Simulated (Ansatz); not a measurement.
# ZrMo (model structure, Cmcm, No. 63, 4 atoms in the cell)

These are LDA in Ansatz (plane waves, PAW) values and carry that method's errors.

Run with plane-wave cutoff 520 eV, 18×18×14 k mesh (along the axes of the cell as run), Fermi–Dirac smearing 0.05 eV, no spin polarisation, scalar-relativistic PAW data made under PBE.

Cell (relaxed at this level):

Space group Cmcm (No. 63); a = 3.1556 Å, b = 11.8018 Å, c = 3.9899 Å, α = β = γ = 90.00°

| atom | site | symmetry | x | y | z |
|---|---|---|---|---|---|
| Zr | 4c | m2m | 0.0000 | 0.3300 | 0.2500 |
| Mo | 4c | m2m | 0.0000 | 0.0596 | 0.2500 |
(The calculation used a cell of 4 atoms; values per cell refer to that cell.)

```
Item           Result
------------  -------
bulk modulus  147 GPa
```

Note: the run has no spin polarisation, so it can have missed a magnetic state; the bulk modulus is −V dP/dV from two relaxed cells at ±2 % in volume; the relaxation could raise the start's symmetry but not lower it, so the cell can be a saddle point.

It cost about 30 core-minutes (a rough figure) of CPU time.

A model structure was made by putting elements into a prototype or built by hand; it is no filed structure, need not be a known phase, and can be a saddle point held by its symmetry.

Ansatz is a quantum-chemistry and plane-wave program.
